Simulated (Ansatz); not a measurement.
Results of r²SCAN (Ansatz, a first-principles code, plane waves, PAW) for InGaAs2 (R3m, No. 160, 4 atoms in the cell; start mp-1223791).

Settings: plane-wave cutoff 560 eV, 16×16×16 k mesh, Fermi–Dirac smearing 0.05 eV, scalar-relativistic PAW data made under PBE.

Cell (relaxed at this level):

```yaml
crystal:
  lattice:
    - [2.08162, 1.20182, 6.82684]
    - [-2.08162, 1.20182, 6.82684]
    - [0.00000, -2.40365, 6.82684]
  atoms:
    - { symbol: In, position: [0.62444, 0.62444, 0.62444] }
    - { symbol: Ga, position: [0.12482, 0.12482, 0.12482] }
    - { symbol: As, position: [0.00533, 0.00533, 0.00533] }
    - { symbol: As, position: [0.49540, 0.49540, 0.49540] }
```

Q: Estimate the band gap that the calculation returns.

A: 
- band gap = 0.12 eV (under three smearing widths, so not firm)

Spin–orbit coupling is not included.

The result took roughly 8 core-minutes.

A start named mp-… is a Materials Project structure, which need not be a measured phase.
